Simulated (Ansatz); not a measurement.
A 48-atom cell of (Ti,Zr)Si2 started in the ZrSi2 (C49) type structure, site fractions Ti 0.875, Zr 0.125, short-range order +0.05 in the first shell of the mixed sites (0 is random, a negative value favours unlike neighbours), space group P-1 at the end. The mixed sublattice has 16 sites.

The mixing enthalpy is taken against the end members in the ZrSi2 (C49) type type (which need not be the stable form of TiSi2 and ZrSi2), relaxed in the same cell and mesh.

All values below come from PBE (plane waves to 420 eV, PAW; Ansatz, an electronic-structure program). Spin–orbit coupling is left out; the runs are not spin-polarised. Its k-point mesh 4×4×4, Fermi–Dirac width 0.05 eV.

```
cell       energy at zero smearing (eV)
---------  ----------------------------
TiSi2                        -60367.706
ZrSi2                        -87319.186
Ti7ZrSi16                    -63736.147
```

### Question
Work out the mixing enthalpy per mixed site and the interaction parameter Ω of a regular solution.

### Answer
With x = 2/16 of the second end member, ΔH = [-63736.147 − 14/16 × (-60367.706) − 2/16 × (-87319.186)] / 16 = 31 meV against the separate end members. Ω = ΔH / x(1 − x) = 283 meV.
